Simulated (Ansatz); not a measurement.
Start from ZnO in the wurtzite structure (space group P6_3mc, No. 186).

```
CELL_PARAMETERS angstrom
      3.23518     0.00000     0.00000
     -1.61759     2.80175     0.00000
      0.00000     0.00000     5.21141
ATOMIC_POSITIONS crystal
  Zn 0.66667 0.33333 0.00241
  Zn 0.33333 0.66667 0.50241
  O  0.66667 0.33333 0.62279
  O  0.33333 0.66667 0.12279
```

Cartesian axes are those of the cell as printed.

Level of theory: r2SCAN (Ansatz, a program for electronic structure; PAW; 500 eV plane waves; no spin-orbit coupling).

For the base:

| Quantity | Result |
|---|---|
| Pressure | 0.00 GPa |
| Valence-band top at Γ | 0.00, 0.00, -0.10 eV |
| Width of the top valence band | 1.83 eV |

Perturbation: biaxial strain +0.60 %, plane normal [001], relaxed out of plane (Cartesian); in-plane vectors clamped, the third vector and the atoms free.

Task: What happens to the out-of-plane strain?

Result: The out-of-plane strain is -0.62 %.

Task: Predict the new pressure.

Result: The pressure (mean of the normal stresses, compression positive) goes from zero to -0.88 GPa.

Task: What does the calculation give for the valence-band top at Γ after the change?

Result: The valence-band top at Γ (three highest levels, from the VBM) becomes 0.00, 0.00, -0.09 eV (base: 0.00, 0.00, -0.10 eV).

Task: How does this affect the width of the top valence band?

Result: The width of the top valence band decreases by 0.03 eV, from 1.83 eV to 1.80 eV.

The levels and masses belong to the bands next to the band gap. Stability against distortions was not tested.
